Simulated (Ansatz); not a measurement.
## InAs: pressure 30 GPa

Base system: InAs in the zinc blende structure (space group F-43m, No. 216; a = 6.108 Å).

One thing is altered: a hydrostatic pressure of 30 GPa.

Level of theory: Ansatz (an electronic-structure program) r2SCAN, no spin-orbit coupling, earlier PAW set. Settings: 9×9×9 k-points, 0.05 eV Fermi–Dirac smearing.

```csv
quantity,base,changed,shift
volume per atom,28.49 Å³,21.62 Å³,-6.87 Å³
density,5.53 g/cm³,7.29 g/cm³,+1.76 g/cm³
lattice parameter a,6.108 Å,5.571 Å,-0.537 Å
shortest interatomic distance,2.645 Å,2.413 Å,-0.2325 Å
enthalpy H = E + PV relative to the base's energy,–,+4.55 eV/atom,–
band gap (an upper bound: an edge found on the path is not a true extremum; the changed cell),0.08 eV,1.34 eV,+1.26 eV
```

Final structure:

```yaml
crystal:
  lattice:
    - [0.00000, 2.78572, 2.78572]
    - [2.78572, 0.00000, 2.78572]
    - [2.78572, 2.78572, 0.00000]
  atoms:
    - { symbol: As, position: [0.75000, 0.75000, 0.75000] }
    - { symbol: In, position: [0.00000, 0.00000, 0.00000] }
```

Cost of the whole job for the changed cell (relaxation, final SCF and bands): very roughly 40 core-seconds.

Load acts through the strain it causes; cell and atoms are relaxed under it. Stability against distortions was not tested. Measured, InAs leaves this structure (for rock salt) near 7 GPa (temperature not stated; as listed in Datta, Sujoy, Jana, Debnarayan, arXiv (2020)). A zero or small gap of InAs can be the functional's error rather than a property of the material.
